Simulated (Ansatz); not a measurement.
# A self-consistent single point of Ti₂Se₃ (P-3m1, 5 atoms in the cell) with Ansatz

Method: PBEsol, default PAW files made with PBE (plane waves; Ansatz, a quantum-chemistry and plane-wave program).

The input file:

Ansatz 0.2 input:
```yaml
crystal:
  lattice:
    - [4.25642300, 0.00000000, 0.00000000]
    - [-2.12821200, 3.68617100, 0.00000000]
    - [0.00000000, 0.00000000, 6.63215200]
  atoms:
    - { symbol: Ti, position_ang: [-0.00000246, 2.45744856, 1.63615190] }
    - { symbol: Ti, position_ang: [2.12821346, 1.22872244, 4.99600010] }
    - { symbol: Se, position_ang: [0.00000000, 0.00000000, 0.00000000] }
    - { symbol: Se, position_ang: [-0.00000246, 2.45744856, 4.29100234] }
    - { symbol: Se, position_ang: [2.12821346, 1.22872244, 2.34114966] }
kpoints:
  mp_grid: { grid: [7, 7, 4] }
hamiltonian:
  xc: pbesol
  pseudopotentials: { kind: paw }
scf:
  occupations: { method: methfessel_paxton, width: 0.272 eV }
output:
  forces: true
  eigenvalues: true
  stress: true
```

Output, abridged:

```
WARN the atoms were moved onto the symmetric positions of the space group found under crystal.symmetry.tolerance 1.0e-5 (fractional …
WARN basis.ecutwfc = 420 eV, the default
WARN ansatz: RAYON_NUM_THREADS=1 ignored (pool sized by the plan → 1); use --threads N
Pseudopotentials: kind: paw
Pseudopotential: Ti, paw, valence charge 12
Pseudopotential: Se, paw, valence charge 16
Crystal: 5 atoms, lattice volume = 104.058 Å³
Basis set: ecut = 420 eV, 1997 PW (Γ), exchange–correlation on 60×60×90 points (8 copies of the dense FFT grid, shifted against one another)
Bands: 44, of which v1, the nominal top of the filled ones, is band 36 counted from 1 (35 counted from 0)
Symmetry: 12 space group operations
Space group: P-3m1 (ITA 164), of the structure as read, at distance tolerance 4.7e-5 Å
k-points: 28 of 196
PAW frozen core: Ti, regenerated for the run's functional, and the local potential with it
PAW frozen core: Se, regenerated for the run's functional, and the local potential with it
Initial density: superposition of atomic densities (neutral atoms: chi_scale 0, normalization atom), corrected by the library's trained network
Initial wavefunctions: pseudopotential atomic-orbital guess
Eigensolver: davidson
Functional: x = pbesol(κ = 0.804, μ = 0.12345679012345678), c = pbesol(β = 0.046)
SCF iter   1: F=—  HF=-21224.199278 eV  |F-HF|=—  |Δ(HF+E_count)|=         —  Δρ=9.66e-3  dr2=7.48e-2  ethr=1.77e-3  ⟨swp⟩=5.3  Hψ=4297  notcnv=0
all-band conjugate gradients solve this SCF's bands
preconditioner: auto → LDOS
SCF iter   2: F=—  HF=-21224.191158 eV  |F-HF|=—  |Δ(HF+E_count)|=   8.12e-3  S|Δr|=    0.00e0  Δρ=5.84e-3  dr2=2.55e-2  ethr=1.04e-4  ⟨swp⟩=2.6  Hψ=2547  notcnv=0
SCF iter   3: F=—  HF=-21224.180729 eV  |F-HF|=—  |Δ(HF+E_count)|=   1.04e-2  S|Δr|=    0.00e0  Δρ=1.05e-3  dr2=1.40e-3  ethr=3.54e-5  ⟨swp⟩=2.0  Hψ=2230  notcnv=0
SCF iter   4: F=—  HF=-21224.180573 eV  |F-HF|=—  |Δ(HF+E_count)|=   1.57e-4  S|Δr|=    0.00e0  Δρ=3.40e-4  dr2=7.75e-5  ethr=1.94e-6  ⟨swp⟩=2.0  Hψ=2197  notcnv=0
SCF iter   5: F=—  HF=-21224.180561 eV  |F-HF|=—  |Δ(HF+E_count)|=   1.16e-5  S|Δr|=    0.00e0  Δρ=7.04e-5  dr2=6.45e-6  ethr=1.08e-7  ⟨swp⟩=2.0  Hψ=2221  notcnv=0
SCF iter   6: F=—  HF=-21224.180564 eV  |F-HF|=—  |Δ(HF+E_count)|=   3.10e-6  S|Δr|=    0.00e0  Δρ=2.14e-5  dr2=5.50e-7  ethr=8.96e-9  ⟨swp⟩=2.0  Hψ=1605  notcnv=0
SCF iter   7: F=-21224.180564 eV  HF=-21224.180565 eV  |F-HF|=3.57e-8  |Δ(HF+E_count)|=   3.12e-7  S|Δr|=    0.00e0  Δρ=5.69e-6  dr2=7.66e-8  ethr=1.39e-10  ⟨swp⟩=4.8  Hψ=4754  notcnv=0
SCF 1 converged in 7 iterations: F = -21224.180564 eV  dr2 = 7.66e-8
SCF converged after 7 iterations
Stability not checked (fill_not_monotonic)
Free energy (F): -21224.180564 eV
Harris-Foulkes:  -21224.180565 eV  (|F-HF|=3.57e-8)
Internal energy: -21224.173928 eV  (E = F + TS)
E sigma→0 (E₀):  -21224.178905 eV
Entropy (-TS):   -0.006637 eV (-1.327 meV/atom)
Fermi energy:    11.225869 eV
--- Per-component energies (eV) ---
  E_band       = -1425.692356
  E_kinetic    = 899.748041
  E_local      = -8727.927159  (includes V_loc(G=0)·N_el)
  E_nonlocal   = -1757.076932
  E_hartree    = 4192.395019
  E_xc         = -503.762348
  E_vxc        = -537.856520  (∫ρ·V_xc dr)
  E_paw        = -7648.664555  (= ΣΔE_a)
  E_vpaw       = 312.623668  (= ΣTr[D̂ρ^β])
  E_aug_tail   = -0.001569  (compensation charges beyond the density's cutoff)
  E_ewald      = -7682.188546
  E_core_change = 3.304120  (= ΣΔE_core)
  E_smearing   = -0.006637  (= −TS)
  E_closure    = 0.000000  (closes the sum)
  Σ components = -21224.180564   (vs F -21224.180564, Δ=0.00e0)
--- Forces (eV/Å), atoms counted from 1 ---
  atom   1  Ti     0.00000000    -0.00000000    -0.23139526
  atom   2  Ti     0.00000000     0.00000000     0.23139526
  atom   3  Se     0.00000000     0.00000000     0.00000000
  atom   4  Se    -0.00000000     0.00000000     0.01363921
  atom   5  Se     0.00000000    -0.00000000    -0.01363921
  max |Σ_I F_I| component: 8.10e-18 eV/Å
--- Stress (GPa, compression-positive) ---
       -4.163430      -0.000000      -0.000000
        0.000000      -4.163430      -0.000000
       -0.000000      -0.000000      -3.491226
  P = ⅓ Tr σ = -3.9394 GPa (-39.394 kbar)
  The stress holds the Pulay correction. Without it, at fixed plane waves, as pw.x and ABINIT print it: P = -3.9536 GPa
--- Band table (eV; the first three rows and the last of 28) ---
  k-point 0: bands = ["-46.4533", "-46.4522", "-36.9886", "-36.9866", "-36.9835", "-36.9835", "-36.9824", "-36.9824", "-36.9766", "-36.9766", "-36.9736", "-36.9736", "-36.8919", "-36.8919", "-36.8782", "-36.8782", "-36.8709", "-22.8941", "-22.8708", [...]
  k-point 1: bands = ["-46.4531", "-46.4523", "-36.9887", "-36.9866", "-36.9835", "-36.9835", "-36.9824", "-36.9824", "-36.9766", "-36.9766", "-36.9736", "-36.9736", "-36.8919", "-36.8919", "-36.8782", "-36.8782", "-36.8709", "-22.8910", "-22.8739", [...]
  k-point 2: bands = ["-46.4527", "-46.4527", "-36.9887", "-36.9866", "-36.9835", "-36.9835", "-36.9824", "-36.9824", "-36.9766", "-36.9766", "-36.9737", "-36.9737", "-36.8919", "-36.8919", "-36.8782", "-36.8782", "-36.8709", "-22.8855", "-22.8794", [...]
  k-point 27: bands = ["-46.4522", "-46.4522", "-36.9880", "-36.9876", "-36.9842", "-36.9824", "-36.9819", "-36.9812", "-36.9770", "-36.9755", "-36.9749", "-36.9734", "-36.8918", "-36.8918", "-36.8782", "-36.8782", "-36.8708", "-22.8816", [...]
```

The run converged in 7 iterations.

The starting cell was generated: these elements placed on a structure prototype, without a prior relaxation; it need not be a known phase or ordering of this composition. Spin polarisation is off, so a magnetic state, if there is one, cannot be reached. With a pressure of about -4 GPa the cell is away from its equilibrium volume at this level. Ansatz's pressure includes its estimate of the finite-basis (Pulay) stress.
